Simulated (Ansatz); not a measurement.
Consider MoPt (space group Pmma, No. 51; a = 4.455 Å, b = 2.721 Å, c = 4.911 Å; a cell from a computed database, its experimental status unchecked; relaxed with 0.1 eV smearing). Axes: x, y, z lie along a, b, c of the conventional cell.

Perturbation: tensor shear ε_yz = −0.40 % (engineering shear γ = -0.0080); the atoms relax in the strained cell.

Levels (all Ansatz, a program for electronic structure, PAW): PBEsol (420 eV, no spin-orbit coupling); PBEsol+SOC (420 eV, with spin-orbit coupling).

The geometry is relaxed with PBEsol.

- PBEsol pressure = 0.0 GPa

Predict the pressure from PBEsol+SOC.

The pressure goes from zero to -0.3 GPa.

Single points use the geometry relaxed with PBEsol. Differences between runs with and without spin-orbit coupling are approximate. Stability against distortions was not tested. The runs without spin-orbit coupling are not spin-polarised.
